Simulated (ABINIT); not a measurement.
Worked example: self-consistent single point of AlFe3C (Pm-3m, 5 atoms in the cell) in ABINIT.

Method of the run: LDA (PW92), norm-conserving pseudopotentials (PseudoDojo nc-sr-04 LDA standard) (plane waves; ABINIT).

The change in words: lattice scaled by 0.98. Reference geometry:
```xyz
5
Lattice="3.7898 0.0000 0.0000 0.0000 3.7898 0.0000 0.0000 0.0000 3.7898" Properties=species:S:1:pos:R:3 pbc="T T T"
Al     0.0000     0.0000     0.0000
Fe     0.0000     1.8949     1.8949
Fe     1.8949     0.0000     1.8949
Fe     1.8949     1.8949     0.0000
C      1.8949     1.8949     1.8949
```
Moments meant for the start (each program seeds them in its own way; μB, in the order of the atoms Al Fe Fe Fe C): 0.0 4.0 4.0 4.0 0.0.

Reference input (self-consistent single point, DFT, LDA (PW92), plane waves, norm-conserving pseudopotentials (PseudoDojo nc-sr-04 LDA standard)): pseudos = [Al.upf, Fe.upf, C.upf]; ecut = 1225 eV; ixc = 7; nsppol = 2; occopt = 3; tsmear = 0.00367493 Ha; ngkpt = 7 7 7; nshiftk = 1; shiftk = 0 0 0; potentials = PseudoDojo nc-sr-04 LDA standard; nband = 43; kptopt = 1. This run's input differs from it in these lines:

```diff
@@ -5,5 +5,5 @@
 rprim
-         7.1616462726    0.0000000000    0.0000000000
-         0.0000000000    7.1616462726    0.0000000000
-         0.0000000000    0.0000000000    7.1616462726
+         7.0184125912    0.0000000000    0.0000000000
+         0.0000000000    7.0184125912    0.0000000000
+         0.0000000000    0.0000000000    7.0184125912
 natom 5
@@ -14,6 +14,6 @@
          0.0000000000    0.0000000000    0.0000000000
-         0.0000000000    1.8948900000    1.8948900000
-         1.8948900000    0.0000000000    1.8948900000
-         1.8948900000    1.8948900000    0.0000000000
-         1.8948900000    1.8948900000    1.8948900000
+         0.0000000000    1.8569920000    1.8569920000
+         1.8569920000    0.0000000000    1.8569920000
+         1.8569920000    1.8569920000    0.0000000000
+         1.8569920000    1.8569920000    1.8569920000
       Angstrom
```

Log, with long lists cut:

```
--- !BeginCycle
solver: {iscf: 7, nstep: 60, nline: 4, wfoptalg: 0, }
tolerances: {toldfe: 1.00E-09, }
...

     iter   Etot(hartree)     deltaE(h) residm    vres2    magn
 ETOT  1  -383.20636557536    -3.83E+02 3.07E-01 3.29E+03 5.776
 ETOT  2  -382.53376224065     6.73E-01 8.21E-02 1.12E+04 3.305
 ETOT  3  -384.13476379752    -1.60E+00 1.53E-02 4.13E+02 4.028
 ETOT  4  -384.16733657785    -3.26E-02 6.76E-03 8.26E+01 3.750
 ETOT  5  -384.17939287329    -1.21E-02 3.39E-03 5.44E+00 3.218
   [... 7 lines left out ...]
 ETOT 13  -384.18191423809    -1.95E-07 8.20E-04 3.50E-06 2.019
 ETOT 14  -384.18191423916    -1.07E-09 6.34E-04 2.68E-07 2.019
 ETOT 15  -384.18191423909     7.50E-11 5.09E-04 8.88E-08 2.019
 ETOT 16  -384.18191423928    -1.94E-10 3.67E-04 4.09E-09 2.019
 At SCF step   16, etot is converged :
  for the second time, diff in etot=  1.945E-10 < toldfe=  1.000E-09

 Cartesian components of stress tensor (hartree/bohr^3)
  sigma(1 1)=  3.42738584E-04  sigma(3 2)=  0.00000000E+00
  sigma(2 2)=  3.42738584E-04  sigma(3 1)=  0.00000000E+00
  sigma(3 3)=  3.42738584E-04  sigma(2 1)=  0.00000000E+00

 Integrated electronic and magnetization densities in atomic spheres:
 Radius=ratsph(iatom), smearing ratsm=  0.0000. Diff(up-dn)=approximate z local magnetic moment.
 Atom    Radius    up_density   dn_density  Total(up+dn)  Diff(up-dn)
    1   2.00000     0.449554     0.481232      0.930786    -0.031678
    2   2.00000     7.500959     6.792162     14.293122     0.708797
    3   2.00000     7.500959     6.792162     14.293122     0.708797
   [... lines left out ...]
 Total magnetization (from the atomic spheres):             2.028488
 Total magnetization (exact up - dn):                       2.019036
 Fermi (or HOMO) energy (eV) =  12.20931   Average Vxc (eV)= -13.43599
   [... lines left out ...]
total_energy        : -3.84181914239280E+02
total_energy_eV     : -1.04541215404346E+04
band_energy         : -3.32342180083629E+01
...

-Cartesian components of stress tensor (GPa)         [Pressure= -1.0084E+01 GPa]
- sigma(1 1)=  1.00837156E+01  sigma(3 2)=  0.00000000E+00
- sigma(2 2)=  1.00837156E+01  sigma(3 1)=  0.00000000E+00
- sigma(3 3)=  1.00837156E+01  sigma(2 1)=  0.00000000E+00

 Calculation completed.
```

The run converged in 16 iterations. Against the reference run the free energy falls by 61.6 meV/atom, the pressure goes from -20.61 to -10.08 GPa and the size of the net moment goes from 0.58 to 0.40 μB/atom.

The starting cell comes from a database of computed structures (which also holds hypothetical and non-ambient phases and stackings), without a prior relaxation at this level. For this run, on top of that: lattice scaled by 0.98. The moments shrank to a small part of their start, a low-spin state that need not be the lowest. With a pressure of about -10 GPa the cell is away from its equilibrium volume at this level.

Cost on one core of a shared machine: roughly 6 min.
